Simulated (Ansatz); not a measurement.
The structure below was relaxed with PBEsol (Ansatz, a first-principles code; PAW; 420 eV plane waves; no SOC), at pressure 2.1 GPa.

Space group P6₃mc (No. 186); a = 3.0687 Å, b = 3.0687 Å, c = 10.0446 Å, α = 90.00°, β = 90.00°, γ = 120.00°

```json
[
 {"atom": "Si", "site": "2a", "symmetry": "3m.", "x": "0.0000", "y": "0.0000", "z": "0.0003"},
 {"atom": "Si", "site": "2b", "symmetry": "3m.", "x": "0.3333", "y": "0.6667", "z": "0.2502"},
 {"atom": "C", "site": "2a", "symmetry": "3m.", "x": "0.0000", "y": "0.0000", "z": "0.3129"},
 {"atom": "C", "site": "2b", "symmetry": "3m.", "x": "0.3333", "y": "0.6667", "z": "0.0622"}
]
```

Task: Write out a cell with all atoms.

Result: 
```cif
data_C4Si4
_chemical_formula_sum 'Si4 C4'
_space_group_name_H-M_alt 'P 1'
_space_group_IT_number 1
_cell_length_a 3.06866
_cell_length_b 3.06866
_cell_length_c 10.04459
_cell_angle_alpha 90.000
_cell_angle_beta 90.000
_cell_angle_gamma 120.000
loop_
_space_group_symop_operation_xyz
  'x, y, z'
loop_
_atom_site_label
_atom_site_type_symbol
_atom_site_fract_x
_atom_site_fract_y
_atom_site_fract_z
_atom_site_occupancy
Si1 Si 0.00000 0.00000 0.50032 1
Si2 Si 0.00000 0.00000 0.00032 1
Si3 Si 0.33333 0.66667 0.25024 1
Si4 Si 0.66667 0.33333 0.75024 1
C1 C 0.00000 0.00000 0.31285 1
C2 C 0.00000 0.00000 0.81285 1
C3 C 0.33333 0.66667 0.06222 1
C4 C 0.66667 0.33333 0.56222 1
```
This is the conventional cell.

Load acts through the strain it causes; cell and atoms are relaxed under it. Whether these cells are dynamically stable was not tested. The cell was made from SiC (space group P6_3mc, No. 186) by this change: pressure 2.1 GPa.
